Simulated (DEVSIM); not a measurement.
Structure: illuminated Si n-on-p cell, one wavelength, with a back-surface field, at 300 K.

| layer (left to right) | material | thickness (μm) | Nd (cm⁻³) | Na (cm⁻³) | τn (s) | τp (s) | absorption coefficient (cm⁻¹) |
|---|---|---|---|---|---|---|---|
| 1 | Si | 0.250 | 9.9e17 | - | 4.6e-5 | 1e-5 | 18000 |
| 2 | Si | 70.0 | - | 1.4e15 | 0.00016 | 0.00016 | 18000 |
| 3 | Si | 0.190 | - | 2.5e18 | 0.00016 | 0.00016 | 18000 |

Left contact: ohmic, minority hole recombination velocity 3e5 cm/s. Right contact: ohmic, minority electron recombination velocity 2000 cm/s. Voltage is applied to the left contact. Recombination: SRH at mid-gap, radiative, Auger. Light enters at the left, 2.6e16 photons cm⁻² s⁻¹, one pass, no reflection. Mobility is constant in doping.

Constants are typed, rounded textbook-type inputs, not results; the design itself was drawn at random and stands for no fabricated device. Values at 300 K.

```
parameter           Si
-------------  -------
gap (eV)         1.124
affinity (eV)     4.05
permittivity      11.7
Nc (cm⁻³)      2.86e19
Nv (cm⁻³)       3.1e19
μn (cm²/Vs)       1417
μp (cm²/Vs)        470
B (cm³/s)      4.7e-15
Cn (cm⁶/s)     2.8e-31
Cp (cm⁶/s)     9.9e-32
```

Model (solved in DEVSIM): 1D drift-diffusion, Boltzmann statistics, complete ionisation; no tunnelling, impact ionisation, image-force lowering or self-heating.

Task: Tabulate band edges, carrier densities and field at -0.9 V on the left contact, in the dark.

Result: Energies count from the Fermi level of the right contact; mesh points crowd at the junctions.

```csv
x (μm),Ec (eV),Ev (eV),n (cm⁻³),p (cm⁻³),field (V/cm)
0.000,0.987,-0.137,9.9e17,3.5e15,-200
0.03590,0.987,-0.137,9.9e17,3.8e15,≈ 0
0.1148,0.987,-0.137,9.9e17,4.4e15,≈ 0
0.2021,0.987,-0.137,1.0e18,5.2e15,≈ 0
0.2520,1.018,-0.106,3.0e17,1.8e16,37000
0.2954,1.053,-0.071,7.6e16,7.4e16,540
0.4106,1.054,-0.070,7.4e16,7.6e16,-15
0.9072,1.053,-0.071,7.6e16,7.8e16,-15
2.039,1.051,-0.073,8.1e16,8.2e16,-14
5.053,1.048,-0.077,9.3e16,9.4e16,-12
13.07,1.039,-0.085,1.3e17,1.3e17,≈ 0
43.95,1.019,-0.105,2.5e17,2.5e17,≈ 0
60.38,1.012,-0.112,3.2e17,3.2e17,≈ 0
66.56,1.010,-0.114,3.5e17,3.5e17,≈ 0
69.27,1.009,-0.115,3.6e17,3.6e17,≈ 0
69.90,1.009,-0.115,3.6e17,3.6e17,≈ 0
70.13,1.009,-0.115,3.6e17,3.6e17,≈ 0
70.22,1.009,-0.115,3.6e17,3.6e17,150
70.26,1.059,-0.065,5.2e16,2.5e18,300
70.31,1.060,-0.065,5.1e16,2.6e18,≈ 0
70.39,1.059,-0.065,5.1e16,2.6e18,≈ 0
70.44,1.059,-0.065,5.2e16,2.5e18,-2000
```
